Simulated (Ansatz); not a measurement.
A zone-centre phonon calculation of Sb (P6_3/mmc, 2 atoms in the cell) with Ansatz (a quantum-chemistry and plane-wave program).

Computed with LDA (PW92), default PAW files made with PBE (plane waves; Ansatz).

```
Sb
1.0
    3.37130     0.00000     0.00000
   -1.68565     2.91963     0.00000
    0.00000     0.00000     5.49751
Sb
2
Direct
  0.33333   0.66667   0.25000
  0.66667   0.33333   0.75000
```

Reference input (self-consistent single point, DFT, LDA (PW92), plane waves, default PAW files made with PBE): basis.ecutwfc = 30.9 Ry; kpoints.mp_grid.grid = 11 11 6; hamiltonian.xc = lda; hamiltonian.pseudopotentials = {kind: paw} (the program's default PAW files); scf.occupations.method = gaussian; scf.occupations.width = 0.0073 Ry. This run's input differs from it in these lines:

```diff
@@ -17,6 +17,4 @@
   occupations: { method: gaussian, width: 0.0073 Ry }
-output:
-  forces: true
-  eigenvalues: true
-  stress: true
+phonons:
+  method: dfpt
```

Output (repeated stretches shortened):

```
SCF iter   1: F=—  HF=-12671.146453 eV  |F-HF|=—  |Δ(HF+E_count)|=         —  Δρ=6.51e-3  dr2=9.81e-3  ethr=1.77e-3  ⟨swp⟩=5.6  Hψ=13148  notcnv=0
all-band conjugate gradients solve this SCF's bands
preconditioner: auto → Kerker (q_TF=auto, 2.473 Å⁻¹)
SCF iter   2: F=—  HF=-12671.141550 eV  |F-HF|=—  |Δ(HF+E_count)|=   4.90e-3  Δρ=3.78e-3  dr2=3.57e-3  ethr=3.27e-5  ⟨swp⟩=1.6  Hψ=4046  notcnv=0
   [... lines left out ...]
SCF iter   6: F=—  HF=-12671.140131 eV  |F-HF|=—  |Δ(HF+E_count)|=   6.38e-7  Δρ=1.63e-5  dr2=1.90e-7  ethr=7.11e-9  ⟨swp⟩=1.0  Hψ=2697  notcnv=0
SCF iter   7: F=—  HF=-12671.140131 eV  |F-HF|=—  |Δ(HF+E_count)|=  9.59e-10  Δρ=6.00e-6  dr2=1.66e-8  ethr=6.35e-10  ⟨swp⟩=2.0  Hψ=4777  notcnv=0
SCF iter   8: F=—  HF=-12671.140131 eV  |F-HF|=—  |Δ(HF+E_count)|=   8.58e-9  Δρ=1.84e-6  dr2=1.12e-9  ethr=5.55e-11  ⟨swp⟩=2.0  Hψ=4764  notcnv=0
SCF iter   9: F=-12671.140131 eV  HF=-12671.140131 eV  |F-HF|=0.00e0  |Δ(HF+E_count)|=  7.22e-10  Δρ=7.77e-8  dr2=2.55e-12  ethr=1.00e-12  ⟨swp⟩=6.1  Hψ=14558  notcnv=0
SCF 1 converged in 9 iterations: F = -12671.140131 eV  dr2 = 2.55e-12
DFPT response loops at Γ: preconditioner auto → Kerker (q_TF=auto, 2.473 Å⁻¹) (partly filled bands, converged f_vac=0.000) …
Free energy (F): -12671.140131 eV
Internal energy: -12671.134852 eV  (E = F + TS)
E sigma→0 (E₀):  -12671.137492 eV
Entropy (-TS):   -0.005279 eV (-2.639 meV/atom)
Fermi energy:    11.264977 eV
--- Phonons (Γ-DFPT): 2 representative perturbations + reference, on 144 of 726 k-points (Σ response iterations 6) ---
  k mesh reduced under 4 symmetry operations, with k and −k counted as one. Each operation leaves every solved displacement unchanged or reverses it
  ASR residual: 7.929e-5 → 0.000e0 eV/Å²; symmetrization residual: 3.030e-6 eV/Å²
  ASR residual per site (eV/Å²): 7.93e-5 7.93e-5
  Γ frequencies (cm⁻¹): -44.30 -44.30 0.00 0.00 0.00 60.17
  non-analytic LO–TO correction: not included (Born effective charges unavailable; polar crystals: no LO–TO splitting at Γ)
```

The run converged in 9 iterations. 

Summary of the result:
Free energy E − TS (on the zero of these files): -12671.1401 eV
Fermi level (on the code's own zero): 11.26 eV
Zone-centre frequencies (cm⁻¹; negative means imaginary): -44, -44, 0, 0, 0, 60

The starting cell comes from a database of computed structures (which also holds hypothetical and non-ambient phases and stackings), without a prior relaxation at this level. Its lattice was rescaled by up to half a per cent.

Keys are those of Ansatz 0.2.
